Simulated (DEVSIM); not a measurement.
Model (solved in DEVSIM): 1D drift-diffusion, Boltzmann statistics, complete ionisation; no tunnelling, impact ionisation, image-force lowering or self-heating. Band offsets follow the typed affinities; no thermionic-emission limit at abrupt steps, no polarisation charge.

Device: GaP/Si n-p heterojunction, at 300 K.

```csv
layer (left to right),material,thickness (μm),Nd (cm⁻³),Na (cm⁻³),τn (s),τp (s)
1,GaP,1.50,1.4e17,-,2.9e-6,2.9e-6
2,Si,1.30,-,4.3e17,2.9e-6,2.9e-6
```

Left contact: ohmic. Right contact: ohmic. Voltage is applied to the left contact. Recombination: SRH at mid-gap, radiative, Auger. Mobility is μmin + (μ − μmin)/(1 + (N/Nref)^α).

The device is made up for the run: typed textbook-type constants, with dimensions and the other settings drawn at random. Values at 300 K.

| parameter | GaP | Si |
|---|---|---|
| gap (eV) | 2.26 | 1.124 |
| affinity (eV) | 3.8 | 4.05 |
| permittivity | 11.1 | 11.7 |
| Nc (cm⁻³) | 1.8e19 | 2.86e19 |
| Nv (cm⁻³) | 1.9e19 | 3.1e19 |
| μn (cm²/Vs) | 250 | 1417 |
| μp (cm²/Vs) | 150 | 470 |
| μn,min | 10 | 52 |
| μp,min | 10 | 45 |
| Nref,n | 4.4e18 | 9.7e16 |
| Nref,p | 1e18 | 2.2e17 |
| αn | 0.8 | 0.68 |
| αp | 0.85 | 0.72 |
| B (cm³/s) | 1e-13 | 4.7e-15 |
| Cn (cm⁶/s) | 1e-30 | 2.8e-31 |
| Cp (cm⁶/s) | 1e-30 | 9.9e-32 |

One input was changed, with this effect: dark forward voltage at 100 A/cm² 0.853 → 0.842 V; dark forward voltage at 1 A/cm² 0.697 → 0.680 V; potential step across the device at zero bias little changed (1.138 V); largest field in the device at zero bias little changed (190000 V/cm).

Which change was it?
(A) doping Nd of layer 1 1.4e+17 → 4.2e+16 cm^-3
(B) minority lifetime in layer 1 2.9e-06 → 2.9e-07 s
(C) Auger recombination switched off
(D) thickness of layer 1 1.5 → 0.3 μm
(E) constant mobility in place of the doping-dependent one

E, constant mobility in place of the doping-dependent one
